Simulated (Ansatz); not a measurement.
# Response to strain in GaAs

Base system: GaAs in the wurtzite structure (space group P6_3mc, No. 186; a = 3.988 Å, c = 6.576 Å; a cell from a computed database, its experimental status unchecked). Axes: x lies along a and z along c of the hexagonal cell.

Strains are applied to the cell and any free atomic positions relax; under biaxial strain the out-of-plane vector relaxes too; under stress the whole cell relaxes.

All numbers come from DFT with PBEsol, PAW potentials and a 420 eV plane-wave cutoff in Ansatz (a program for electronic structure), spin-orbit coupling left out.

Notes on the quantities. pressure: mean of the normal stresses, compression positive; energy relative to the base: free energy F.

```tsv
variant	pressure	band gap	energy relative to the base	volume per atom
base	0.00 GPa	0.43 eV	0 meV/atom	22.64 Å³
biaxial strain −2.24 %, plane normal [001], relaxed out of plane	2.71 GPa	0.51 eV	–	21.83 Å³
isotropic strain +0.98 %	-1.88 GPa	0.22 eV	+4.1 meV/atom	23.31 Å³
isotropic strain +2.08 %	-3.7 GPa	zero	+18 meV/atom	24.08 Å³
isotropic strain +3.80 %	-5.9 GPa	zero	+55 meV/atom	25.32 Å³
uniaxial stress, 3 GPa compression along z	–	0.46 eV	+4.2 meV/atom	22.34 Å³
```

The mesh was chosen for an insulator and is coarse for the gapless case. Stability under load was not tested beyond the relaxation. All final runs are without spin polarisation. This is not the structure that GaAs has at room temperature and ambient pressure. The zero or small gap of GaAs under isotropic strain +0.98 %, GaAs under isotropic strain +2.08 % and GaAs under isotropic strain +3.80 % can change with the level of theory.
